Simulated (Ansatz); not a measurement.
LuMgNO (model structure, started from the LaZnOP type, P4/nmm, No. 129, 8 atoms in the cell), treated with PBEsol in Ansatz (PAW).

Numerical settings: plane-wave cutoff 520 eV, 10×10×6 k mesh (along the axes of the cell as run), Fermi–Dirac smearing 0.01 eV, scalar-relativistic PAW data made under PBE.

Cell (relaxed with PBEsol):

```
LuMgNO
1.0
    3.70138     0.00000     0.00000
    0.00000     3.70138     0.00000
    0.00000     0.00000     7.59796
Lu Mg N O
2 2 2 2
Direct
  0.00000   0.50000   0.85602
  0.50000   0.00000   0.14398
  0.00000   0.00000   0.50000
  0.50000   0.50000   0.50000
  0.50000   0.00000   0.63258
  0.00000   0.50000   0.36742
  0.50000   0.50000   0.00000
  0.00000   0.00000   0.00000
```

What does this level give for the band gap and smallest direct gap on the k points sampled?


- band gap = 1.55 eV
- smallest direct gap on the k points sampled = 1.75 eV

Note: the relaxation could raise the start's symmetry but not lower it, so the cell can be a saddle point.

Spin–orbit coupling is not included.

The computed numbers hold no vibrational or temperature effects.

It cost about 70 core-seconds (a rough figure) of CPU time.

A model structure was made by putting elements into a prototype or built by hand; it is no filed structure, need not be a known phase, and can be a saddle point held by its symmetry.

Ansatz is a first-principles code.
